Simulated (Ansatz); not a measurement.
Hypothetical fluorite TeO2: carrier doping

Base system: TeO2 in the fluorite structure (space group Fm-3m, No. 225; a = 5.324 Å; a hypothetical phase, not in the database extracts checked).

Carriers are added at fixed cell with a uniform background; the Fermi–Dirac width is that of 300 K.

Calculations: PBEsol, PAW, 420 eV (Ansatz, an electronic-structure program; no spin-orbit coupling).

Before the change:

```
Property                        Value
----------------------------  -------
Gap between the host's bands  0.73 eV
```

Question: The aim is a gap between the host's bands between 0.88 eV and 0.96 eV. Which of these changes reaches it?
A. holes 7.0×10^21 cm⁻³
B. electrons 7.0×10^21 cm⁻³
C. electrons 1.5×10^21 cm⁻³

Answer: A, holes 7.0×10^21 cm⁻³. It gives 0.92 eV; electrons 7.0×10^21 cm⁻³ gives 0.67 eV; electrons 1.5×10^21 cm⁻³ gives 0.72 eV. Changes not listed may reach it too

Charged cell with a jellium background: band edges are those of the host's band count, energies are not comparable with the neutral cell, and many-body gap narrowing is missing. With Te present, leaving out spin-orbit coupling can change the band edges. Stability against distortions was not tested.
